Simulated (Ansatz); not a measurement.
## ZrC: energy against volume

ZrC (rock salt, Fm-3m, 12.723 Å³/atom and stress up to 0.01 GPa in the relaxed cell, cube axes along x, y and z) under an equal strain ε along all three axes. PBEsol in Ansatz, a plane-wave DFT program (PAW, default set), 420 eV, 21×21×21 Γ-centred mesh, Fermi-Dirac smearing 0.10 eV; ions are relaxed, or left where forces stay under 0.02 eV/Å, within the symmetry of each cell.

Here V stands for volume and E for E less E0.

| volume (Å³/atom) | E less E0 (meV/atom) | pressure (GPa) |
|---|---|---|
| 11.6123 | ? | ? |
| 11.9751 | 35.79 | 16.17 |
| 12.1593 | 19.81 | 11.73 |
| 12.3455 | 8.65 | 7.57 |
| 12.5335 | 2.12 | 3.66 |
| 12.7234 | 0.00 | 0.00 |
| 12.9152 | 2.10 | -3.43 |
| 13.1089 | 8.23 | -6.64 |
| 13.3045 | 18.22 | -9.64 |
| 13.5021 | 31.87 | -12.44 |

Problem. Fit E against V with the third-order Birch-Murnaghan form, a cubic in V^(-2/3), and predict the withheld value at V = 11.6123.

Solution. With u = V^(-2/3) - 0.184, the rows have u = 0.007050, 0.005116, 0.003209, 0.001333, -0.000516, -0.002337, -0.004131, -0.005898, -0.007640. Least squares gives E = 0.161 + 633.55·u + 626626·u² + 51776·u³. Residuals (row less fit): -0.001, 0.000, 0.001, 0.001, -0.001, -0.002, -0.004, 0.008, -0.003; standard error 0.005 (degrees of freedom: 5). Its minimum lies at u = -0.000506, so V0 = (0.183494)^(-3/2) = 12.72. There d²E/du² = 1253000 and d³E/du³ = 310700, so B0 = (4/9) × 12.72^(-7/3) × 1253000 × 0.160218 = 236 GPa (the last factor turns the table's units into GPa), and B0' = 4 + (2/3) × 0.183494 × (310700)/1253000 = 4.0. B0' rests on the cubic coefficient alone and has a standard error of 0.1 from these residuals. At the withheld row, u = 0.011009, so E = 0.161 + 633.55 × 0.011009 + 626626 × 0.011009² + 51776 × 0.011009³ = 83.151 meV/atom. The calculation gives 83.16 meV/atom, 0.009 meV/atom above the prediction (0.0 % of the range of E in the table). The row lies outside the fitted rows, so this is an extrapolation. The scatter of the fitted rows lies at the last printed digit.

In a metal these values are sensitive to mesh and smearing; energies are taken to zero smearing, stresses follow the free energy. The runs aren't spin-polarised. Other structures, which can take over under pressure, weren't tried. The same form fitted to the pressure column gives B0' = 4.0; series where the two differ by over 0.4 aren't shown. Rows are the converged runs of the series near zero and its far end, less any whose ions stayed unrelaxed beside relaxed ones; series whose fitted rows scatter by over a few per cent of the range, as at a crossing or softening among them, aren't shown in this form.
